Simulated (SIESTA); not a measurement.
SIESTA run on CsYZnTe3 (Cmcm, 12 atoms in the cell): self-consistent single point

Method of the run: LDA PW92, numerical atomic orbitals DZP, PseudoDojo LDA standard norm-conserving potentials (rewritten from UPF to PSML) (SIESTA).

This input was run:

```
# files in the folder: Cs.psml Y.psml Zn.psml Te.psml (PseudoDojo LDA standard)
SystemName  CsYZnTe3
SystemLabel CsYZnTe3

NumberOfAtoms                12
NumberOfSpecies              4
%block ChemicalSpeciesLabel
  1 55 Cs
  2 39 Y
  3 30 Zn
  4 52 Te
%endblock ChemicalSpeciesLabel
LatticeConstant              1.0 Ang
%block LatticeVectors
     2.237503000   -8.524536000    0.000000000
     2.237503000    8.524536000    0.000000000
     0.000000000    0.000000000   11.844726000
%endblock LatticeVectors
AtomicCoordinatesFormat      Ang
%block AtomicCoordinatesAndAtomicSpecies
     2.237503000    4.165480418    2.961181500  1
     2.237503000   -4.165480418    8.883544500  1
     0.000000000    0.000000000    0.000000000  2
     0.000000000    0.000000000    5.922363000  2
     2.237503000   -0.681451408    2.961181500  3
     2.237503000    0.681451408    8.883544500  3
     2.237503000   -2.092228018    0.667935944  4
     2.237503000    2.092228018    6.590298944  4
     2.237503000    2.092228018   11.176790056  4
     2.237503000   -2.092228018    5.254427056  4
     2.237503000   -7.522016468    2.961181500  4
     2.237503000    7.522016468    8.883544500  4
%endblock AtomicCoordinatesAndAtomicSpecies

XC.functional                LDA
XC.authors                   PW92
PAO.BasisSize                DZP
PAO.EnergyShift              0.01 Ry
MeshCutoff                   400 Ry
%block kgrid.MonkhorstPack
    5   0   0  0.0
    0   5   0  0.0
    0   0   2  0.0
%endblock kgrid.MonkhorstPack
OccupationFunction           MP
OccupationMPOrder            0
ElectronicTemperature        3156.43 K

MaxSCFIterations             150
SCF.Mixer.Method             Broyden
SCF.Mixer.Weight             0.1
SCF.Mixer.History            8
SCF.DM.Tolerance             1.0E-04
Diag.ParallelOverK           true
WriteForces                  true
Charge.Mulliken              end
```

Output, abridged:

```
reinit: Reading from file input.fdf

reinit: System Name: CsYZnTe3
reinit: System Label: CsYZnTe3

coor:   Atomic-coordinates input format  =     Cartesian coordinates
coor:                                          (in Angstroms)

siesta: Atomic coordinates (Bohr) and species
siesta:      4.22827   7.87162   5.59582  1        1
siesta:      4.22827  -7.87162  16.78747  1        2
siesta:      0.00000   0.00000   0.00000  2        3
siesta:      0.00000   0.00000  11.19164  2        4
siesta:      4.22827  -1.28776   5.59582  3        5
siesta:      4.22827   1.28776  16.78747  3        6
siesta:      4.22827  -3.95374   1.26222  4        7
siesta:      4.22827   3.95374  12.45386  4        8
siesta:      4.22827   3.95374  21.12107  4        9
siesta:      4.22827  -3.95374   9.92943  4       10
siesta:      4.22827 -14.21455   5.59582  4       11
siesta:      4.22827  14.21455  16.78747  4       12

siesta: System type = bulk

initatomlists: Number of atoms, orbitals, and projectors:     12   202   306

siesta: ******************** Simulation parameters ****************************
redata: Spin configuration                          = none
redata: Time-Reversal Symmetry                      = T
redata: Number of Atomic Species                    =        4
redata: Mesh Cutoff                                 =   400.0000 Ry
redata: Net charge of the system                    =     0.0000 |e|
redata: Min. number of SCF Iter                     =        0
redata: Max. number of SCF Iter                     =      150
redata: SCF convergence failure will abort job
redata: SCF mix quantity                            = Hamiltonian
redata: Mix DM or H after convergence               =   F
redata: Recompute H after scf cycle                 =   F
redata: Mix DM in first SCF step                    =   T
redata: No kicks to SCF
redata: DM Mixing Weight for Kicks                  =     0.5000
   [... lines left out ...]
diag: Used triangular part                          = Lower
diag: Absolute tolerance                            =  0.100E-15
diag: Orthogonalization factor                      =  0.100E-05
diag: Memory factor                                 =  1.0000

superc: Internal auxiliary supercell:     7 x     7 x     3  =     147
superc: Number of atoms, orbitals, and projectors:   1764  29694  44982

                        Single-point calculation

superc: Internal auxiliary supercell:     7 x     7 x     3  =     147
superc: Number of atoms, orbitals, and projectors:   1764  29694  44982

outcell: Unit cell vectors (Ang):
        2.237503   -8.524536    0.000000
        2.237503    8.524536    0.000000
        0.000000    0.000000   11.844726

outcell: Cell vector modules (Ang)   :    8.813293    8.813293   11.844726
outcell: Cell angles (23,13,12) (deg):     90.0000     90.0000    150.5858
outcell: Cell volume (Ang**3)        :    451.8449
new_DM -- step:     1
Initializing Density Matrix...

Attempting to read DM from file... Failed...
DM filled with atomic data:

InitMesh: MESH = 108 x 108 x 240 = 2799360
InitMesh: Mesh cutoff (required, used) =   400.000   443.617 Ry

stepf: Methfessel-Paxton step function
       Using Hermite-Gauss polynomials of order  0
        iscf     Eharris(eV)        E_KS(eV)     FreeEng(eV)     dDmax    Ef(eV) dHmax(eV)
   scf:    1   -30662.791382   -31509.306592   -31510.046073  1.644630 -1.398192110.632725
   scf:    2   -32006.268376   -31935.550308   -31935.550309  1.279117 -3.533214  6.199817
   scf:    3   -31937.541849   -31936.595058   -31936.595059  0.041513 -3.539516  4.694055
   scf:    4   -31938.494414   -31937.955180   -31937.955203  0.127240 -3.586815  1.273589
   scf:    5   -31937.693409   -31937.968218   -31937.968227  0.029556 -3.537775  1.754573
   scf:    6   -31938.004226   -31938.116589   -31938.116638  0.053858 -3.590691  0.524872
   [... 5 lines left out ...]
   scf:   12   -31938.166960   -31938.166955   -31938.166987  0.000264 -3.588115  0.004458
   scf:   13   -31938.166959   -31938.166957   -31938.166989  0.000202 -3.587770  0.002342
   scf:   14   -31938.166958   -31938.166958   -31938.166990  0.000084 -3.587627  0.001371
   scf:   15   -31938.166958   -31938.166958   -31938.166990  0.000021 -3.587608  0.001008
   scf:   16   -31938.166958   -31938.166958   -31938.166990  0.000010 -3.587609  0.000822
SCF Convergence by DM+H criterion
max |DM_out - DM_in|         :     0.0000101468
max |H_out - H_in|      (eV) :     0.0008221518
SCF cycle converged after 16 iterations

Using DM_out to compute the final energy and forces

siesta: E_KS(eV) =           -31938.1670

siesta: E_KS - E_eggbox =    -31938.1670

siesta: Atomic forces (eV/Ang):
     1   -0.000000    0.003192    0.000000
     2   -0.000000   -0.003192    0.000000
     3   -0.000000    0.000000   -0.000000
     4    0.000000    0.000000   -0.000000
     5   -0.000000    0.083052    0.000000
     6    0.000000   -0.083052    0.000000
     7    0.000000    0.526087    0.123166
     8   -0.000000   -0.526087    0.123166
     9   -0.000000   -0.526087   -0.123166
    10    0.000000    0.526087   -0.123166
    11   -0.000000   -0.343551   -0.000000
    12   -0.000000    0.343551    0.000000
   Tot   -0.000000   -0.000000   -0.000000
   Max    0.526087
   Res    0.198440    sqrt( Sum f_i^2 / 3N )
   Max    0.526087    constrained

Stress tensor Voigt[x,y,z,yz,xz,xy] (kbar):       36.92       35.69       42.73        0.00       -0.00       -0.00
(Free)E + p*V (eV/cell)   -31949.0099
Target enthalpy (eV/cell)   -31938.1670

siesta: Program's energy decomposition (eV):
siesta: Ebs     =     -5320.387658
siesta: Eions   =     37194.049773
siesta: Ena     =      2758.633773
siesta: Ekin    =     15176.872660
siesta: Enl     =     -6901.655946
siesta: Eso     =         0.000000
siesta: Edftu   =         0.000000
siesta: DEna    =       169.808458
siesta: DUscf   =         9.808922
siesta: DUext   =         0.000000
siesta: Ex      =     -5470.738551
siesta: Ec      =      -486.846501
siesta: Exc     =     -5957.585052
siesta: Eharris =    -31938.166958
siesta: Etot    =    -31938.166958
siesta: FreeEng =    -31938.166990

siesta: Atomic forces (eV/Ang):
siesta:      1   -0.000000    0.003192    0.000000
siesta:      2   -0.000000   -0.003192    0.000000
siesta:      3   -0.000000    0.000000   -0.000000
siesta:      4    0.000000    0.000000   -0.000000
siesta:      5   -0.000000    0.083052    0.000000
siesta:      6    0.000000   -0.083052    0.000000
   [... lines left out ...]
siesta: Cell volume =        451.844905 Ang**3
siesta:         -38.44754161        -37.91474752  kBar
   [... lines left out ...]
              2.003   2.003   2.001   2.001   2.002   0.028   0.031   0.033

              0.021   0.020
   9 16.126   1.576   0.126   1.448   1.409   1.355   0.009  -0.020   0.081
              2.003   2.003   2.001   2.001   2.002   0.028   0.031   0.033

              0.021   0.020
  10 16.126   1.576   0.126   1.448   1.409   1.355   0.009  -0.020   0.081
              2.003   2.003   2.001   2.001   2.002   0.028   0.031   0.033

              0.021   0.020
  11 16.181   1.582   0.121   1.503   1.255   1.435  -0.017   0.142  -0.027
              2.004   2.002   2.003   2.001   2.001   0.051   0.030   0.035

              0.033   0.026
  12 16.181   1.582   0.121   1.503   1.255   1.435  -0.017   0.142  -0.027
              2.004   2.002   2.003   2.001   2.001   0.051   0.030   0.035

              0.033   0.026

mulliken: Qtot =      176.000

Mulliken Atomic Populations:
Atom #   charge [q] valence [e]  Species
     1    -0.048197    9.048197  Cs
     2    -0.048197    9.048197  Cs
     3     0.028055   10.971945  Y
     4     0.028055   10.971945  Y
     5     0.451906   19.548094  Zn
     6     0.451906   19.548094  Zn
     7    -0.125627   16.125627  Te
     8    -0.125627   16.125627  Te
     9    -0.125627   16.125627  Te
    10    -0.125627   16.125627  Te
    11    -0.180510   16.180510  Te
    12    -0.180510   16.180510  Te
 Total    -0.000000
```

The run converged in 16 iterations.

The starting cell comes from a database of published, mostly measured structures (it also holds non-ambient and calculated ones), without a prior relaxation at this level. Its lattice was rescaled by a random factor within 2.5 % of one. Values carry the incompleteness of an atom-centred basis. With a pressure of about -4 GPa the cell is away from its equilibrium volume at this level.

Cost on one core of a shared machine: roughly 9 min.
